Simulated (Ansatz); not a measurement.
In a (8,0) carbon nanotube, the lowest empty band has its minimum at Γ and lies 0.048 eV higher 0.0460 Å⁻¹ away along the axis.

Calculation: PBE (plane waves to 420 eV, PAW; Ansatz, an electronic-structure program). Mesh 1×1×18. No spin polarisation. It repeats along c; a and b span vacuum. An idealised model, rolled from the flat sheet. Symmetry and one short period hold its shape; lower forms weren't sought.

Question: Estimate the electron mass along the axis.

Answer: For a parabola ΔE = ħ²Δk²/2m, and ħ²/2mₑ = 3.810 eV Å². So m/mₑ = 3.810 × 0.0460²/0.048 = 0.17. The curvature over a step a third as long gives 0.17; the band is close to a parabola here.
